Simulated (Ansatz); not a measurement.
The parent structure is Pt in the fcc (Cu type) structure (space group Fm-3m, No. 225; a = 3.940 Å). Axes: x, y, z lie along the cube axes.

Computed with r2SCAN/PAW in Ansatz (a program for electronic structure), without spin-orbit coupling.

Strains are applied to the cell and any free atomic positions relax; under biaxial strain the out-of-plane vector relaxes too.

One change was made to it. Results:

| quantity | base | after |
|---|---|---|
| pressure (mean of the normal stresses, compression positive) | 0.0 GPa | -2.1 GPa |
| energy relative to the base (free energy F) | 0 meV/atom | +3.4 meV/atom |
| volume per atom | 15.29 Å³ | 15.42 Å³ |

Name the change that was made.
(A) biaxial strain −4.03 %, plane normal [001], relaxed out of plane
(B) uniaxial strain ε_yy = +0.45 %
(C) biaxial strain +1.15 %, plane normal [111], relaxed out of plane
(D) biaxial strain −2.33 %, plane normal [001], relaxed out of plane

C, biaxial strain +1.15 %, plane normal [111], relaxed out of plane. For comparison, the energy relative to the base in the other runs: uniaxial strain ε_yy = +0.45 % gives +0.3 meV/atom; biaxial strain −2.33 %, plane normal [001], relaxed out of plane gives +14 meV/atom; biaxial strain −4.03 %, plane normal [001], relaxed out of plane gives +45 meV/atom.

Without a gap, meshes like the base's 20×20×20 leave anisotropic stresses uncertain by several tenths of a GPa, and small strain energies with them. No phonon test of stability was made. All final runs are without spin polarisation.
